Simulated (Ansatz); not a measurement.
Ansatz (an electronic-structure program) run on MnFeSi₂ (P2_1, 8 atoms in the cell): self-consistent single point.

Method of the run: PBEsol, PAW files made with PBE (plane waves; Ansatz).

```
MnFeSi2
1.0
    4.46167     0.00000     0.00000
    0.00000     4.44307     0.00000
   -0.02943     0.00000     4.48149
Mn Fe Si
2 2 4
Cartesian
  2.79590   2.83201   2.71843
  1.63634   0.61048   1.76306
  3.83500   1.60595   0.51421
  0.59724   3.82748   3.96729
  0.65288   2.92358   1.79999
  3.77936   0.70205   2.68150
  1.47666   1.52477   4.07834
  2.95557   3.74631   0.40316
```
Moments meant for the start (each program seeds them in its own way; μB, in the order of the atoms Mn Mn Fe Fe Si Si Si Si): 4.0 4.0 4.0 4.0 0.0 0.0 0.0 0.0.

Reference input (self-consistent single point, DFT, PBEsol, plane waves, PAW files made with PBE): basis.ecutwfc = 30.9 Ry; kpoints.mp_grid.grid = 5 5 5; hamiltonian.xc = pbesol; hamiltonian.pseudopotentials = {kind: paw} (the program's default PAW files); magnetization.spin_polarized = true; scf.occupations.method = cold; scf.occupations.width = 0.0073 Ry. This run's input differs from it in these lines:

Ansatz 0.2 input:
```diff
@@ -25,3 +25,3 @@
 scf:
-  occupations: { method: cold, width: 0.0073 Ry }
+  occupations: { method: cold, width: 0.022 Ry }
 output:
```

Output (repeated stretches shortened):

```
SCF iter   1: F=—  HF=-19129.719672 eV  |F-HF|=—  |Δ(HF+E_count)|=         —  Δρ=2.58e-1 (↑2.58e-1 ↓1.56e-1)  dr2=9.30e0  dr2_m=3.41e1  M=4.299 μB ∫|m|=5.342 μB  β_m=0.30  ethr=3.10e-3  ⟨swp⟩=7.0  Hψ=17988  notcnv=0
Mixer restart at iter 1: flushing history
all-band conjugate gradients solve this SCF's bands
preconditioner: auto → Kerker (q_TF=auto, 2.670 Å⁻¹)
spin=Collinear: Kerker preconditioning applied to the charge; magnetization (m = ρ↑ − ρ↓) channel mixes plain (no charge-response kernel on spin).
   [... lines left out ...]
Mixer restart at iter 30: flushing history
SCF iter  31: F=-19125.877374 eV  HF=-19125.877395 eV  |F-HF|=2.10e-5  |Δ(HF+E_count)|=   8.31e-7  S|Δr|=    0.00e0  Δρ=7.40e-5 (↑6.48e-5 ↓7.40e-5)  dr2=2.16e-5  dr2_m=3.75e-8  M=1.955 μB ∫|m|=2.281 μB  β_m=1.00  ethr=4.56e-11  ⟨swp⟩=2.5  Hψ=7254  [...]
SCF iter  32: F=-19125.877394 eV  HF=-19125.877394 eV  |F-HF|=3.23e-9  |Δ(HF+E_count)|=   8.32e-7  S|Δr|=    0.00e0  Δρ=1.11e-6 (↑1.02e-6 ↓1.11e-6)  dr2=3.48e-9  dr2_m=1.51e-11  M=1.955 μB ∫|m|=2.281 μB  ethr=4.56e-11  ⟨swp⟩=2.0  Hψ=13332  notcnv=0
SCF 1 converged in 32 iterations: F = -19125.877394 eV  dr2 = 3.48e-9
Crystal: 8 atoms, lattice volume = 88.839 Å³
Symmetry: 1 space group operations
k-points: 63 of 125 (time reversal used)
SCF iter   1: F=—  HF=-19131.160611 eV  |F-HF|=—  |Δ(HF+E_count)|=         —  Δρ=2.62e-1 (↑2.62e-1 ↓2.07e-1)  dr2=1.00e1  dr2_m=4.23e1  M=1.842 μB ∫|m|=4.126 μB  β_m=0.30  ethr=3.10e-3  ⟨swp⟩=7.0  Hψ=29972  notcnv=0
Mixer restart at iter 1: flushing history
preconditioner: auto → Kerker (q_TF=auto, 2.670 Å⁻¹)
spin=Collinear: Kerker preconditioning applied to the charge; magnetization (m = ρ↑ − ρ↓) channel mixes plain (no charge-response kernel on spin).
   [... lines left out ...]
Absolute magnetization: 2.2805 μB (∫|ρ↑−ρ↓|, with the PAW one-centre terms)
Free energy (F): -19125.877394 eV
Fermi energy:    16.474615 eV
   [... lines left out ...]
  atom   8  Si    -0.16702649     0.05591092     0.05454828
--- Stress (GPa, compression-positive) ---
       -3.968044       0.000000       0.615690
        0.000000      -3.448496       0.000000
        0.615689       0.000000      -5.299767
  P = ⅓ Tr σ = -4.2388 GPa (-42.388 kbar)
  The stress holds the Pulay correction. Without it, at fixed plane waves, as pw.x and ABINIT print it: P = -4.3878 GPa
```

The run converged in 55 iterations. Against the reference run the free energy rises by 3.0 meV/atom, the pressure hardly changes (-4.23 to -4.24 GPa), the largest force goes from 0.315 to 0.299 eV/Å and the size of the net moment stays at 0.24 μB/atom.

The starting cell comes from a database of computed structures (which also holds hypothetical and non-ambient phases and stackings), without a prior relaxation at this level. The moments shrank to a small part of their start, a low-spin state that need not be the lowest. With a pressure of about -4 GPa the cell is away from its equilibrium volume at this level. Ansatz's pressure includes its estimate of the finite-basis (Pulay) stress.

Cost on one core of a shared machine: roughly 2 min.
